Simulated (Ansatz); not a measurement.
# Hypothetical rutile SnSe2: uniaxial stress, 0.5 GPa tension along x

Base system: SnSe2 in the rutile structure (space group P4_2/mnm, No. 136; a = 6.4817 Å, c = 3.9726 Å; a hypothetical phase, not in the database extracts checked). Axes: x, y, z lie along a, b, c of the conventional cell.

The change: uniaxial stress, 0.5 GPa tension along x; all other stress components relax to zero.

Calculations: DFT with r2SCAN, PAW potentials and a 500 eV plane-wave cutoff in Ansatz (an electronic-structure program), no SOC. k-mesh 7×7×12 (Γ-centred); smearing 0.05 eV (Fermi–Dirac).

```tsv
quantity	base	changed	shift
volume per atom	27.82 Å³	26.89 Å³	-0.922 Å³
space group	P4_2/mnm (No. 136)	Pnnm (No. 58)	–
shortest interatomic distance	2.661 Å	2.668 Å	+0.007 Å
energy relative to the base (free energy F)	0 meV/atom	-33 meV/atom	-33 meV/atom
band gap	zero	0.14 eV	–
gap character	–	indirect, Γ–Z (10 % along) → Γ	–
electron mass	–	0.056 mₑ along x, 0.084 mₑ along y, 0.39 mₑ along z (at Γ)	–
strain response (xx, yy, zz) (rough)	–	(+3.72, −5.30, −1.56) %	–
```

Without a gap, meshes like the base's 7×7×12 leave anisotropic stresses uncertain by several tenths of a GPa, and small strain energies with them. Masses are band curvatures over ±0.01 Å⁻¹ around the edge. Beyond what the load breaks, stability against distortions was not tested. The final runs are not spin-polarised. Under uniaxial stress, 0.5 GPa tension along x the cell ends below the base's energy or with stress of the wrong sign: the atoms slid into a distortion or the cell is elastically unstable, so the base is not a stable minimum at this level. The zero or small gap of SnSe2 can change with the level of theory. Labels are those of the standard path for the cell's own space group.
